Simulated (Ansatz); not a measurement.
# A self-consistent single point of TiO2 (P4_2/mnm, 6 atoms in the cell) with Ansatz

Computed with PBE (plane waves, PAW; Ansatz, a first-principles code).

The input file:

Ansatz 0.2 input:
```yaml
crystal:
  lattice:
    - [4.576230, 0.000000, 0.000000]
    - [0.000000, 4.576230, 0.000000]
    - [0.000000, 0.000000, 2.951120]
  atoms:
    - { symbol: Ti, position: [0.000000, 0.000000, 0.000000] }
    - { symbol: Ti, position: [0.500000, 0.500000, 0.500000] }
    - { symbol: O, position: [0.305000, 0.305000, 0.000000] }
    - { symbol: O, position: [0.805000, 0.195000, 0.500000] }
    - { symbol: O, position: [0.195000, 0.805000, 0.500000] }
    - { symbol: O, position: [0.695000, 0.695000, 0.000000] }
basis:
  ecutwfc: 420.0
kpoints:
  mp_grid: { grid: [6, 6, 8] }
hamiltonian:
  xc: pbe
  pseudopotentials: { kind: paw }
scf:
  occupations: { method: fermi_dirac, width: 0.05 }
output:
  forces: true
  eigenvalues: true
  stress: true
```

Log, with long lists cut:

```
WARN ansatz: RAYON_NUM_THREADS=1 ignored (pool sized by the plan → 1); use --threads N
Pseudopotentials: kind: paw
Pseudopotential: Ti, paw, valence charge 12
Pseudopotential: O, paw, valence charge 6
Crystal: 6 atoms, lattice volume = 61.802 Å³
Basis set: ecut = 420 eV, 1193 PW (Γ), exchange–correlation on 64×64×40 points (8 copies of the dense FFT grid, shifted against one another)
Bands: 30, of which v1, the nominal top of the filled ones, is band 24 counted from 1 (23 counted from 0)
Symmetry: 16 space group operations
Space group: P42/mnm (ITA 136), of the structure as read, at distance tolerance 4.0e-5 Å
k-points: 50 of 288
Initial density: superposition of atomic densities (neutral atoms: chi_scale 0, normalization atom), corrected by the library's trained network
Initial wavefunctions: pseudopotential atomic-orbital guess
Eigensolver: davidson
Functional: x = pbe(κ = 0.804, μ = 0.2195149727645171), c = pbe(β = 0.06672455060314922)
SCF iter   1: F=—  HF=-7277.254730 eV  |F-HF|=—  |Δ(HF+E_count)|=         —  Δρ=2.14e-3  dr2=1.68e-3  ethr=1.77e-3  ⟨swp⟩=5.0  Hψ=6015  notcnv=0
all-band conjugate gradients solve this SCF's bands
preconditioner: auto → Resta (q_TF=auto, 2.616 Å⁻¹)
SCF iter   2: F=—  HF=-7277.255440 eV  |F-HF|=—  |Δ(HF+E_count)|=   7.10e-4  Δρ=1.26e-3  dr2=5.03e-4  ethr=3.49e-6  ⟨swp⟩=2.5  Hψ=2921  notcnv=0
SCF iter   3: F=—  HF=-7277.255712 eV  |F-HF|=—  |Δ(HF+E_count)|=   2.72e-4  Δρ=6.31e-4  dr2=1.54e-4  ethr=1.05e-6  ⟨swp⟩=2.2  Hψ=2219  notcnv=0
SCF iter   4: F=—  HF=-7277.255850 eV  |F-HF|=—  |Δ(HF+E_count)|=   1.38e-4  Δρ=1.12e-4  dr2=7.14e-6  ethr=3.22e-7  ⟨swp⟩=2.1  Hψ=2168  notcnv=0
SCF iter   5: F=—  HF=-7277.255806 eV  |F-HF|=—  |Δ(HF+E_count)|=   4.43e-5  Δρ=3.31e-5  dr2=5.86e-7  ethr=1.49e-8  ⟨swp⟩=2.1  Hψ=2243  notcnv=0
SCF iter   6: F=-7277.255806 eV  HF=-7277.255806 eV  |F-HF|=8.05e-8  |Δ(HF+E_count)|=   1.56e-7  Δρ=1.20e-5  dr2=8.33e-8  ethr=2.08e-10  ⟨swp⟩=6.7  Hψ=6021  notcnv=0
SCF 1 converged in 6 iterations: F = -7277.255806 eV  dr2 = 8.33e-8
SCF converged after 6 iterations
Free energy (F): -7277.255806 eV
Harris-Foulkes:  -7277.255806 eV  (|F-HF|=8.05e-8)
Internal energy: -7277.255806 eV  (E = F + TS)
E sigma→0 (E₀):  -7277.255806 eV
Fermi energy:    10.214851 eV
--- Per-component energies (eV) ---
  E_band       = -383.965984
  E_kinetic    = 1248.961803
  E_local      = -3068.880539  (includes V_loc(G=0)·N_el)
  E_nonlocal   = 196.526748
  E_hartree    = 1170.096988
  E_xc         = -493.282846
  E_vxc        = -624.796605  (∫ρ·V_xc dr)
  E_paw        = -2722.224086  (= ΣΔE_a)
  E_vpaw       = -475.976228  (= ΣTr[D̂ρ^β])
  E_aug_tail   = 0.010163  (compensation charges beyond the density's cutoff)
  E_ewald      = -3608.464037
  E_smearing   = -0.000000  (= −TS)
  E_closure    = 0.000000  (closes the sum)
  Σ components = -7277.255806   (vs F -7277.255806, Δ=0.00e0)
--- Forces (eV/Å), atoms counted from 1 ---
  atom   1  Ti     0.00000000     0.00000000     0.00000000
  atom   2  Ti     0.00000000    -0.00000000     0.00000000
  atom   3  O     -0.10522253    -0.10522253     0.00000000
  atom   4  O     -0.10522253     0.10522253     0.00000000
  atom   5  O      0.10522253    -0.10522253     0.00000000
  atom   6  O      0.10522253     0.10522253     0.00000000
  max |Σ_I F_I| component: 5.55e-17 eV/Å
--- Stress (GPa, compression-positive) ---
        7.858179       0.000000       0.000000
        0.000000       7.858179       0.000000
        0.000000       0.000000       7.274984
  P = ⅓ Tr σ = 7.6638 GPa (76.638 kbar)
  The stress holds the Pulay correction. Without it, at fixed plane waves, as pw.x and ABINIT print it: P = 6.9195 GPa
--- Band table (eV; the first three rows and the last of 50) ---
  k-point 0: bands = ["-47.5354", "-47.5173", "-23.8673", "-23.8673", "-23.6929", "-23.6929", "-23.6522", "-23.6155", "-8.9694", "-7.7866", "-7.0103", "-7.0103", "3.4796", "3.8817", "4.3113", "5.4141", "5.4141", "6.7295", "6.7295", "7.2934", [...]
  k-point 1: bands = ["-47.5286", "-47.5118", "-23.8492", "-23.8492", "-23.7214", "-23.6898", "-23.6898", "-23.6885", "-8.8031", "-7.6914", "-7.0907", "-7.0907", "3.7074", "4.0545", "4.4920", "5.2557", "5.2557", "6.8335", "7.0345", "7.0345", [...]
  k-point 2: bands = ["-47.5117", "-47.4988", "-23.8847", "-23.8613", "-23.8033", "-23.8033", "-23.6845", "-23.6845", "-8.3735", "-7.4841", "-7.2835", "-7.2835", "4.2882", "4.4728", "5.0207", "5.1491", "5.1491", "5.9408", "6.8251", "7.5017", [...]
  k-point 49: bands = ["-47.4839", "-47.4839", "-24.1017", "-24.1017", "-23.7191", "-23.7191", "-23.6994", "-23.6994", "-7.6481", "-7.6481", "-7.3499", "-7.3499", "4.5172", "4.5172", "4.7021", "4.7021", "5.7327", "5.7327", "6.5670", "6.5670", [...]
```

The run converged in 6 iterations.

The starting cell has typed, rounded lattice constants, without a prior relaxation at this level. Its lattice was rescaled by up to half a per cent. With a pressure of about 8 GPa the cell is away from its equilibrium volume at this level. Ansatz's pressure includes its estimate of the finite-basis (Pulay) stress. Without the estimate this run gives 6.92 GPa.
